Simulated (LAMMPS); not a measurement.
System: a melt made from Si (diamond structure), 1728 atoms, at 2360 K and 0 GPa, brought to that temperature within a few picoseconds.

Level of theory: classical MD, pair style tersoff/mod/c, file Si.tersoff.modc (LAMMPS).

| frequency (THz) | spectral density (1/THz) |
|---|---|
| 0.1655 | 0.0424 |
| 0.8285 | 0.0506 |
| 1.490 | 0.0638 |
| 2.154 | 0.0772 |
| 2.816 | 0.0829 |
| 3.479 | 0.0816 |
| 4.141 | 0.0683 |
| 4.803 | 0.0551 |
| 5.466 | 0.0441 |
| 6.128 | 0.0387 |
| 6.790 | 0.0382 |
| 7.454 | 0.0375 |
| 8.116 | 0.0381 |
| 8.779 | 0.0397 |
| 9.441 | 0.0417 |
| 10.10 | 0.0435 |
| 10.77 | 0.0454 |
| 11.43 | 0.0484 |
| 12.09 | 0.0528 |
| 12.75 | 0.0565 |
| 13.42 | 0.0604 |
| 14.08 | 0.0629 |
| 14.74 | 0.0658 |
| 15.40 | 0.0639 |
| 16.07 | 0.0556 |
| 16.73 | 0.0432 |
| 17.39 | 0.0300 |
| 18.05 | 0.0203 |
| 18.72 | 0.0139 |
| 19.38 | 0.0096 |
| 20.04 | 0.0071 |
| 20.70 | 0.0053 |
| 21.37 | 0.0043 |
| 22.03 | 0.0036 |
| 22.69 | 0.0030 |
| 23.35 | 0.0026 |
| 24.02 | 0.0023 |
| 24.68 | 0.0021 |
| 25.34 | 0.0018 |
| 26.00 | 0.0017 |
| 26.67 | 0.0015 |
| 27.33 | 0.0014 |
| 27.99 | 0.0012 |
| 28.65 | 0.0011 |
| 29.32 | 0.0009 |
| 29.98 | 0.0008 |
| 30.64 | 0.0007 |
| 31.30 | 0.0006 |
| 31.97 | 0.0006 |
| 32.63 | 0.0005 |

Main features:
- state found: liquid
- mean frequency of the velocity spectrum: 9.3 THz
